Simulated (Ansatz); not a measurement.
The parent structure is MgS in the rock salt structure (space group Fm-3m, No. 225; a = 5.203 Å).

All numbers come from Ansatz (a first-principles code) r2SCAN, no spin-orbit coupling.

One change was made to it. Results:

The band gap becomes zero (base: 3.46 eV); the shortest interatomic distance grows by 0.1458 Å (2.602 Å → 2.747 Å); the density decreases by 0.56 g/cm³, from 2.66 g/cm³ to 2.10 g/cm³.

Which change produced these results?
A. Mg → Ba
B. S → Si
C. S → I

B, S → Si. For comparison, the shortest interatomic distance in the other runs: Mg → Ba gives 3.213 Å; S → I gives 3.218 Å.

Whether these cells are dynamically stable was not tested. As relaxed here, MgSi and MgI are hypothetical phases, not in the database extracts checked. The final runs are not spin-polarised. An odd electron count without spin: MgI.
